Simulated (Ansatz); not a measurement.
```yaml
crystal:
  lattice:
    - [21.50000, 0.00000, 0.00000]
    - [0.00000, 21.50000, 0.00000]
    - [0.00000, 0.00000, 3.21372]
  atoms:
    - { symbol: Ga, position: [0.74209, 0.54333, 0.50000] }
    - { symbol: N, position: [0.73556, 0.58631, 0.00000] }
    - { symbol: Ga, position: [0.68799, 0.65857, 0.00000] }
    - { symbol: N, position: [0.66085, 0.69253, 0.50000] }
    - { symbol: Ga, position: [0.58352, 0.73132, 0.50000] }
    - { symbol: N, position: [0.54304, 0.74716, 0.00000] }
    - { symbol: Ga, position: [0.45667, 0.74209, 0.00000] }
    - { symbol: N, position: [0.41369, 0.73556, 0.50000] }
    - { symbol: Ga, position: [0.34143, 0.68799, 0.50000] }
    - { symbol: N, position: [0.30747, 0.66085, 0.00000] }
    - { symbol: Ga, position: [0.26868, 0.58352, 0.00000] }
    - { symbol: N, position: [0.25284, 0.54304, 0.50000] }
    - { symbol: Ga, position: [0.25791, 0.45667, 0.50000] }
    - { symbol: N, position: [0.26444, 0.41369, 0.00000] }
    - { symbol: Ga, position: [0.31201, 0.34143, 0.00000] }
    - { symbol: N, position: [0.33915, 0.30747, 0.50000] }
    - { symbol: Ga, position: [0.41648, 0.26868, 0.50000] }
    - { symbol: N, position: [0.45696, 0.25284, 0.00000] }
    - { symbol: Ga, position: [0.54333, 0.25791, 0.00000] }
    - { symbol: N, position: [0.58631, 0.26444, 0.50000] }
    - { symbol: Ga, position: [0.65857, 0.31201, 0.50000] }
    - { symbol: N, position: [0.69253, 0.33915, 0.00000] }
    - { symbol: Ga, position: [0.73132, 0.41648, 0.00000] }
    - { symbol: N, position: [0.74716, 0.45696, 0.50000] }
```

The numbers are results of PBE (plane waves to 420 eV, PAW; Ansatz, an electronic-structure program), not measurements. Mesh 1×1×10. No spin polarisation. It repeats along c; a and b span vacuum. A hypothetical model, rolled from the flat sheet. Symmetry and one short period hold its shape; lower forms weren't sought.

Problem. Tabulate the two highest filled and two lowest empty levels along the axis, from the valence top.

Solution. 
```csv
k (2π/c),v2 (eV),v1 (eV),c1 (eV),c2 (eV)
0.000,-0.31,-0.26,2.03,2.52
0.042,-0.36,-0.25,2.13,2.59
0.083,-0.43,-0.22,2.38,2.78
0.125,-0.38,-0.18,2.71,3.03
0.167,-0.32,-0.13,3.05,3.32
0.208,-0.25,-0.08,3.40,3.62
0.250,-0.18,-0.03,3.76,3.93
0.292,-0.13,0.00,4.13,4.26
0.333,-0.11,-0.01,4.50,–
0.375,-0.12,-0.05,–,–
0.417,-0.18,-0.14,–,–
0.458,-0.30,-0.29,4.46,4.46
0.500,-0.41,-0.41,4.43,4.43
```
A dash stands for levels within 1 eV of the vacuum level or above it.
